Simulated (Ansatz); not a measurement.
**MgB2: response to strain**

The reference is MgB2 (space group P6/mmm, No. 191; relaxed with 0.1 eV smearing).

```
CELL_PARAMETERS angstrom
      3.07530     0.00000     0.00000
     -1.53765     2.66329     0.00000
      0.00000     0.00000     3.52482
ATOMIC_POSITIONS crystal
  Mg 0.00000 0.00000 0.00000
  B  0.66667 0.33333 0.50000
  B  0.33333 0.66667 0.50000
```

Cartesian axes are those of the cell as printed.

Strains are applied to the cell and any free atomic positions relax; under biaxial strain the out-of-plane vector relaxes too.

The values are results of plane-wave PAW DFT at the PBE level (Ansatz, a program for electronic structure, 420 eV), spin-orbit coupling left out, not measurements.

Candidates:
(a) biaxial strain −1.00 %, plane normal [001], relaxed out of plane
(b) biaxial strain −0.50 %, plane normal [001], relaxed out of plane
(c) biaxial strain −1.50 %, plane normal [001], relaxed out of plane
(d) biaxial strain −3.00 %, plane normal [001], relaxed out of plane
(e) biaxial strain +2.00 %, plane normal [001], relaxed out of plane

Notes on the quantities. in-plane stress: mean in-plane stress (compression positive).

Order them by in-plane stress, lowest first.

(e) biaxial strain +2.00 %, plane normal [001], relaxed out of plane (-8.7 GPa), (b) biaxial strain −0.50 %, plane normal [001], relaxed out of plane (+2.4 GPa), (a) biaxial strain −1.00 %, plane normal [001], relaxed out of plane (+5.0 GPa), (c) biaxial strain −1.50 %, plane normal [001], relaxed out of plane (+7.6 GPa), (d) biaxial strain −3.00 %, plane normal [001], relaxed out of plane (+16.4 GPa)

No phonon test of stability was made. The final runs are not spin-polarised.
